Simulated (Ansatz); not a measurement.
Defect: Cd vacancy in wurtzite CdSe, charge state -2. The step: a nearby Cd atom hops onto the vacant site; the atom moves 4.16 Å along (0.00, 0.95, 0.00) of the unit cell; the moving atom starts with neighbours Se at 2.62, Se at 2.70, Se at 2.73, Se at 2.74 Å and ends with Se at 2.62, Se at 2.71, Se at 2.72, Se at 2.73 Å. A PBE band in Ansatz (plane-wave PAW, one k-point at (0.125, 0.250, 0.250), 72 host sites, 31 SCF runs with any check of the saddle's order, static, no finite-size correction) gives a forward barrier of 0.98 eV. The saddle point's order was not checked. The charge state is imposed; whether it is stable for some Fermi level was not computed. Forms of the defect that were not tried may lie lower.

Single points at the band's start and saddle point can refine it. Rough cost of one point, in units of the band's mean SCF on the same machine:

```tsv
Level	Cost of one point
PBE, a 2×2×2 k-point mesh shifted by half a step along c	about 5
r2SCAN at 500 eV, one k-point at (0.125, 0.250, 0.250)	about 2
```

Which of these move the barrier by more than 0.1 eV, and how far does each move it?

Not one does. PBE, a 2×2×2 k-point mesh shifted by half a step along c: +0.01 eV; r2SCAN at 500 eV, one k-point at (0.125, 0.250, 0.250): 0.00 eV. Each functional is compared with PBE at the same k-points.

Ansatz is a program for electronic structure.
